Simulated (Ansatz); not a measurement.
Reference: InP (F-43m), PBEsol with spin-orbit coupling, rigid bands (plane waves, PAW; Ansatz, a quantum-chemistry and plane-wave program); axes and stresses refer to this cell.

```yaml
crystal:
  lattice:
    - [0.00000, 2.93940, 2.93940]
    - [2.93940, 0.00000, 2.93940]
    - [2.93940, 2.93940, 0.00000]
  atoms:
    - { symbol: In, position: [0.00000, 0.00000, 0.00000] }
    - { symbol: P, position: [0.25000, 0.25000, 0.25000] }
```

- hole conductivity mass = 0.56 mₑ
- Seebeck coefficient, p-type 1e19 cm⁻³ = 317 μV/K
- band gap = 0.54 eV

```
Change                                                        hole conductivity mass  Seebeck coefficient, p-type 1e19 cm⁻³    band gap
------------------------------------------------------------  ----------------------  -------------------------------------  ----------
functional PBE, cell relaxed with it                                         0.60 mₑ                               326 μV/K  (withheld)
hydrostatic pressure -2 GPa                                                  0.58 mₑ                             (withheld)     0.36 eV
hydrostatic pressure 10 GPa                                                  0.49 mₑ                               304 μV/K     1.14 eV
hydrostatic pressure 2 GPa                                                   0.54 mₑ                               314 μV/K  (withheld)
uniaxial stress along [111] of -2 GPa (compression positive)                 0.47 mₑ                               289 μV/K     0.42 eV
uniaxial stress along [111] of 1 GPa (compression positive)                  0.42 mₑ                               285 μV/K     0.53 eV
```

Task: Fill in the missing entries.

Result: 
- functional PBE, cell relaxed with it, band gap: 0.42 eV
- hydrostatic pressure -2 GPa, Seebeck coefficient, p-type 1e19 cm⁻³: 321 μV/K
- hydrostatic pressure 2 GPa, band gap: 0.69 eV

Masses are for dilute carriers at 300 K, harmonic means over directions unless an axis is named. Seebeck coefficients are for the stated density at 300 K, with one relaxation time for all states and whether or not that doping can be reached. Stresses and pressures are the targets of the relaxation.  The structure type is held under load, also where the real crystal would transform.
